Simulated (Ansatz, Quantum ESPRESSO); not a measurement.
## Code comparison for Ca3GeN (Pm-3m, 5 atoms in the cell)

Self-consistent single point.

```
CELL_PARAMETERS angstrom
      4.80418     0.00000     0.00000
      0.00000     4.80418     0.00000
      0.00000     0.00000     4.80418
ATOMIC_POSITIONS crystal
  Ca 0.50000 0.00000 0.50000
  Ca 0.00000 0.50000 0.50000
  Ca 0.50000 0.50000 0.00000
  Ge 0.00000 0.00000 0.00000
  N  0.50000 0.50000 0.50000
```

Shared settings, as Ansatz (a quantum-chemistry and plane-wave program) writes them: kpoints.mp_grid.grid = 7 7 7; magnetization.spin_orbit = true; scf.occupations.method = fermi_dirac; scf.occupations.width = 0.1 eV. Potentials and cutoffs stand in the table.

```
code                                                                                               model  pressure (GPa)   cutoff
----------------  --------------------------------------------------------------------------------------  --------------  -------
Quantum ESPRESSO  LDA (PZ), spin-orbit coupling, PSlibrary fully relativistic PAW (LDA) pseudopotentials           -4.11    50 Ry
Ansatz                                      LDA (PW92) with spin-orbit coupling, PAW files made with PBE           -4.03  default
```

The spread over the programs that give each value: pressure within 0.08 GPa.

Ansatz's pressure is given at a fixed set of plane waves, as the other plane-wave codes print theirs; with its correction for the finite basis it is -3.96 GPa. The same LDA comes in different parametrisations, which differ slightly.

The starting cell comes from a database of computed structures (which also holds hypothetical and non-ambient phases and stackings), without a prior relaxation at this level.

Left out of this page: FLEUR (not drawn, or without a comparable value).

Keys are those of Ansatz 0.2.
